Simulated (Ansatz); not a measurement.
The slab is Si(111) 1x1 surface, 6 top atoms, 3 bilayers, bottom bilayer H-capped and fixed, every top atom capped by H; cell 11.5 x 6.6 Å; two neighbouring H replaced by OH; about 7 Å thick over the host's atoms, 18 atoms held. These are PBE-D3(BJ) (plane waves to 420 eV, PAW; Ansatz, a quantum-chemistry and plane-wave program) values and carry that method's errors. Sampling: 1x2x1 k points. The slab states were run without spin polarisation. A thicker slab, a larger cell or a denser mesh can move such energies by a tenth of an eV or more. Energies are static: no zero-point or thermal part. Each state was relaxed from one prepared geometry.

One BH3 a cell is brought to Si(111):H with two OH. Relaxed result near the molecule:

```
atom    x (Å)   y (Å)   z (Å)
------  -----  ------  ------
Si(16)  5.700   3.374   9.435
Si(17)  5.754   1.120   8.789
H(29)   3.788  -0.077  10.976
Si(30)  7.670   0.023   9.566
Si(31)  9.590   3.333   9.560
Si(33)  7.677   4.452   8.799
H(44)   7.696  -0.033  11.059
H(45)   9.633   3.359  11.059
O(46)   5.354   3.530  11.138
H(47)   4.394   3.473  11.364
B(a0)   6.330   2.531  11.961
H(a1)   6.569   3.048  13.026
H(a2)   5.768   1.454  12.003
H(a3)   7.308   2.507  11.210
```

Task: What is the adsorption energy against the free BH3 and the slab before, and how much of it is dispersion?

Result: -1.05 eV (negative: bound); the D3 term gives -0.27 eV of it. Bonds to the surface: O(46)-B(a0) 1.62 Å.

Here BH3 is the monomer.
